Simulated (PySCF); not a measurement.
Troubleshooting PySCF: a failed run on Li (P6_3/mmc, 2 atoms in the cell). The aim is a self-consistent single point with DFT PBESOL, Gaussian basis gth-dzvp-molopt-sr, GTH pseudopotentials gth-pbe, FFT density fitting with multigrid.

Cell that was meant: a = 3.0148 Å, b = 3.0148 Å, c = 5.1083 Å, α = 90.00°, β = 90.00°, γ = 120.00°.

Part of the input:

```python
kmf = dft.KRKS(cell, kpts).multigrid_numint()
kmf.xc = 'pbesol'
kmf.conv_tol = 1e-08
kmf.max_cycle = 3
kmf.diis_start_cycle = 5
kmf.damp = 0.7
kmf = scf.addons.smearing_(kmf, sigma=0.00367493, method='fermi')
```

Log, with long lists cut:

```
init E= -13.5866357310233
    sigma = 0.00367493  Optimized mu = 0.020251367022  entropy = 1.07582085563
nelec by numeric integration = 6.000000000001556
    Total E(T) = -14.7750756351028  Free energy = -14.7790292014398  E0 = -14.7770524182713
cycle= 1 E= -14.7750756351028  delta_E= -1.19  |g|= 0.357  |ddm|= 9.53
    sigma = 0.00367493  Optimized mu = 0.0268996014033  entropy = 1.06319582037
nelec by numeric integration = 6.000000000002553
    Total E(T) = -14.7842640022667  Free energy = -14.7881711724828  E0 = -14.7862175873747
cycle= 2 E= -14.7842640022667  delta_E= -0.00919  |g|= 0.247  |ddm|= 3.27
    sigma = 0.00367493  Optimized mu = 0.031260148813  entropy = 1.05768365511
nelec by numeric integration = 6.000000000003218
    Total E(T) = -14.7887576780593  Free energy = -14.792644591454  E0 = -14.7907011347566
cycle= 3 E= -14.7887576780593  delta_E= -0.00449  |g|= 0.169  |ddm|= 1.86
SCF not converged.
SCF energy = -14.7887576780593
electrons per cell = 6.000000
highest filled level = 0.028328 Ha, lowest empty level = 0.067318 Ha
```

Problem. What is wrong, and how is it fixed?

Solution. The fault is an iteration limit that is too low. The loop is cut before its threshold is met, so whatever is printed at the end is not self-consistent. To fix it, raise the limit, or leave it to the default. The run ended unconverged after 3 iterations.

An input that runs soundly differs in these lines (not the only fix; some lines may just follow from the change or write a value another way):
```diff
-kmf.max_cycle = 3
+kmf.max_cycle = 60
```

With that input, the run converged in 8 iterations: free energy E − TS -402.6365 eV; Fermi level (on the code's own zero) 1.09 eV (DFT PBESOL, Gaussian basis gth-dzvp-molopt-sr, GTH pseudopotentials gth-pbe, FFT density fitting with multigrid).

On the sound input: the starting cell comes from a database of computed structures (which also holds hypothetical and non-ambient phases and stackings), without a prior relaxation at this level. Values carry the incompleteness of an atom-centred basis. The mesh is very coarse (it stands for a supercell whose shortest vector is 5 Å): a converged loop gives no converged values here.
